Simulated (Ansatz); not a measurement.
Density of states of Li2O (Fm-3m) below the valence band maximum, PBEsol, rigid bands (Ansatz, an electronic-structure program); cell volume 24.0 Å³.

(energy from edge (eV), 10⁻³ states/eV/cell): (0.006, 221); (0.031, 514); (0.056, 688); (0.081, 821); (0.106, 944); (0.131, 1050); (0.156, 1160); (0.181, 1260); (0.206, 1360); (0.231, 1460); (0.256, 1570); (0.281, 1670); (0.319, 1840); (0.344, 1960); (0.369, 2100); (0.394, 2250); (0.419, 2430); (0.444, 2670); (0.469, 3170); (0.494, 3210); (0.519, 3200); (0.544, 3210); (0.569, 3220); (0.594, 3200)

Task: What effective density of states at 300 K does this give (∫ g(E) exp(−E/k_BT) dE, both spins, divided by the cell's size)?

Result: 4.5e20 cm⁻³, a density-of-states mass of 6.8 mₑ, valleys and band degeneracy included.

Spin-orbit coupling is left out. Geometry: cell and atoms relaxed with PBEsol.
